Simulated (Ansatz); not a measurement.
## Ge: response to strain

Base system: Ge in the diamond structure (space group Fd-3m, No. 227; a = 5.674 Å).

Strains are applied to the cell and any free atomic positions relax.

The values are results of r2SCAN (Ansatz, a program for electronic structure; PAW; 500 eV plane waves; without spin-orbit coupling), not measurements.

Notes on the quantities. energy relative to the base: free energy F.

| isotropic strain (%) | energy relative to the base (meV/atom) |
|---|---|
| 0 | 0.0 |
| 0.5 | 1.1 |
| 1 | 4.3 |
| 1.5 | 9.5 |
| 2 | 16.6 |
| 2.5 | ? |
| 3 | 36.2 |

Task: Fit ΔE = Aε² + Bε³ (ε in %) to the rows shown and predict the withheld row.

Result: Least squares on the printed values gives A = 4.42 and B = -0.13 meV/atom (largest residual 0.0 meV/atom); this predicts 25.5 meV/atom, and the run gives 25.6 meV/atom, in agreement.

A case with no gap was solved on a k-mesh chosen for an insulator, which is coarse for it. Whether these cells are dynamically stable was not tested.
